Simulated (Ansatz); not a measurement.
# PBE against PBEsol: MnSi, Hg on a Mn site

The reference is an 8-atom supercell of MnSi (space group P2_13, No. 198; a = 4.5182 Å; ferromagnetic) at its relaxed geometry.

(Cell as relaxed with PBE.)

Levels (all Ansatz, a first-principles code, PAW, earlier PAW set): PBE (420 eV, no SOC); PBEsol (420 eV, without spin-orbit coupling).

Each level relaxes its own structure.

Now apply this change: one Mn atom is replaced by Hg, atoms relaxed at fixed cell, starting from a slightly rattled geometry.

| quantity | PBE | PBEsol |
|---|---|---|
| pressure | 27.8 GPa | (withheld) |
| largest displacement of a host atom from its site in the perfect cell | 0.22 Å | (withheld) |

What does PBEsol give?


- pressure, PBEsol: 29.5 GPa
- largest displacement of a host atom from its site in the perfect cell, PBEsol: 0.22 Å

PBE's pressure lies 1.7 GPa below PBEsol's; the two agree on the largest displacement of a host atom from its site in the perfect cell. Neither level is exact; PBEsol is the comparison here, not a measurement.

Other magnetic orders, which the real material may have, were not ruled out. In so small a cell the defect repeats every few ångströms: this is an ordered compound, not a dilute defect.
